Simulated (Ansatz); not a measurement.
A relaxation of cell and atoms of Ca (Fm-3m, 1 atom in the cell) with Ansatz (a program for electronic structure).

Level of theory: PBEsol, default PAW files made with PBE (plane waves; Ansatz).

The change in words: atoms on their sites; basis.ecutwfc: 420 eV → 210 eV; relax: default → cell and atoms. Reference geometry:
```
Ca
1.0
    0.00000     2.79837     2.79837
    2.79837     0.00000     2.79837
    2.79837     2.79837     0.00000
Ca
1
Direct
  0.00000   0.00000   0.00000
```

Reference input (self-consistent single point, DFT, PBEsol, plane waves, default PAW files made with PBE): basis.ecutwfc = 420 eV; kpoints.mp_grid.grid = 10 10 10; hamiltonian.xc = pbesol; hamiltonian.pseudopotentials = {kind: paw} (the program's default PAW files); scf.occupations.method = gaussian; scf.occupations.width = 0.1 eV. This run's input differs from it in these lines:

Ansatz 0.2 input:
```diff
@@ -8,3 +8,3 @@
 basis:
-  ecutwfc: 420.0 eV
+  ecutwfc: 210.0 eV
 kpoints:
@@ -16,2 +16,4 @@
   occupations: { method: gaussian, width: 0.1 eV }
+relax:
+  cell: {}
 output:
```

The program printed (abridged):

```
   [... SCF lines of the steps left out ...]
relax step   1: F+E_penalty+E_count = -1792.79550702 eV  Δ(F+E_penalty+E_count) = +0.000e0 eV  max|allowed force component| = 0.000e0 eV/Å  Δτ_max = 0.0000 Å  P = -0.999 GPa  Ω = 43.827 Å³  (6 SCF iters, dr2 threshold 1.00e-7 eV, accepted)
relax step   2: F+E_penalty+E_count = -1792.92320702 eV  Δ(F+E_penalty+E_count) = -1.277e-1 eV  max|allowed force component| = 0.000e0 eV/Å  Δτ_max = 0.0000 Å  P = +1.379 GPa  Ω = 42.709 Å³  energy of the carried Pulay correction = +1.290e-1 eV  (4 [...]
   [... lines left out ...]
relax step  12: F+E_penalty+E_count = -1792.88674229 eV  Δ(F+E_penalty+E_count) = -1.777e-2 eV  max|allowed force component| = 0.000e0 eV/Å  Δτ_max = 0.0000 Å  P = +0.000 GPa  Ω = 40.896 Å³  energy of the carried Pulay correction = +8.480e-2 eV  (4 [...]
relax step  13: F+E_penalty+E_count = -1792.80752262 eV  Δ(F+E_penalty+E_count) = +7.922e-2 eV  max|allowed force component| = 0.000e0 eV/Å  Δτ_max = 0.0000 Å  P = +0.010 GPa  Ω = 40.896 Å³  stress off target by 9.97e-3 GPa  SCF on the basis [...]
basis re-selected at this cell: Δ(F+E_penalty+E_count) = +7.922e-2 eV, ΔP = +0.010 GPa vs the last step
Free energy (F): -1792.807523 eV
Internal energy: -1792.801760 eV  (E = F + TS)
E sigma→0 (E₀):  -1792.804641 eV
Entropy (-TS):   -0.005763 eV (-5.763 meV/atom)
Fermi energy:    5.200463 eV
--- Forces (eV/Å), atoms counted from 1 ---
  atom   1  Ca    -0.00000000     0.00000000    -0.00000000
--- Stress (GPa, compression-positive) ---
        0.009969       0.000000       0.000000
        0.000000       0.009969       0.000000
        0.000000       0.000000       0.009969
  P = ⅓ Tr σ = 0.0100 GPa (0.100 kbar)
   [... lines left out ...]
to start a new deck from the relaxed geometry:
  cell:  # Å, volume = 40.8960 Å³
    - [-1.56045785785029e-33, 2.734536452249537, 2.734536452249537]
    - [2.734536452249537, -4.458448801023482e-34, 2.734536452249537]
    - [2.734536452249537, 2.734536452249537, 1.3120582984706143e-33]
  atoms:
    - { symbol: Ca, position: [0.0, 0.0, 0.0] }
```

The run converged. 

Summary of the result:
* **Free energy E − TS (on the zero of these files)**: -1792.8075 eV
* **Fermi level (on the code's own zero)**: 5.20 eV
* **Pressure**: 0.01 GPa
* **Final cell**: a = b = c = 3.867 Å, α = β = γ = 60.00°
* **Final volume per atom**: 40.90 Å³
* **Relaxation steps**: 13

The starting cell has typed, rounded lattice constants, without a prior relaxation at this level. Its lattice was rescaled by up to half a per cent. The relaxation keeps the symmetry of its start, so its end need not be a minimum. Ansatz's pressure includes its estimate of the finite-basis (Pulay) stress. Without the estimate this run gives -19.45 GPa. The cutoff lies below the one recommended for these files.
